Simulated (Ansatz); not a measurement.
**Ta: pressure series**

Start from Ta in the bcc (W type) structure (space group Im-3m, No. 229).

```
CELL_PARAMETERS angstrom
     -1.65979     1.65979     1.65979
      1.65979    -1.65979     1.65979
      1.65979     1.65979    -1.65979
ATOMIC_POSITIONS crystal
  Ta 0.00000 0.00000 0.00000
```

Cell and atoms are relaxed at each pressure.

Calculations: PBE in Ansatz (plane waves to 420 eV, PAW, no spin-orbit coupling).

Notes on the quantities. enthalpy: H = E + PV relative to the base's energy.

```json
[
 {"variant": "base", "enthalpy": "–", "volume per atom": "18.29 Å³"},
 {"variant": "pressure −2 GPa", "enthalpy": "-0.23 eV/atom", "volume per atom": "18.48 Å³"},
 {"variant": "pressure −1 GPa", "enthalpy": "-0.11 eV/atom", "volume per atom": "18.38 Å³"},
 {"variant": "pressure 0.9 GPa", "enthalpy": "+0.10 eV/atom", "volume per atom": "(withheld)"},
 {"variant": "pressure 2.1 GPa", "enthalpy": "+0.24 eV/atom", "volume per atom": "18.10 Å³"},
 {"variant": "pressure 4.5 GPa", "enthalpy": "+0.51 eV/atom", "volume per atom": "17.89 Å³"},
 {"variant": "pressure 9 GPa", "enthalpy": "+1.01 eV/atom", "volume per atom": "17.53 Å³"},
 {"variant": "pressure 15 GPa", "enthalpy": "+1.65 eV/atom", "volume per atom": "17.10 Å³"},
 {"variant": "pressure 22.5 GPa", "enthalpy": "+2.44 eV/atom", "volume per atom": "16.62 Å³"},
 {"variant": "pressure 30 GPa", "enthalpy": "+3.21 eV/atom", "volume per atom": "(withheld)"}
]
```

### Question
Fill in the withheld entries from the trend.

### Answer

- pressure 0.9 GPa, volume per atom: 18.21 Å³
- pressure 30 GPa, volume per atom: 16.19 Å³

Load acts through the strain it causes; cell and atoms are relaxed under it. No phonon test of stability was made. No other phases were tried under pressure. All final runs are without spin polarisation.

Ansatz is an electronic-structure program.
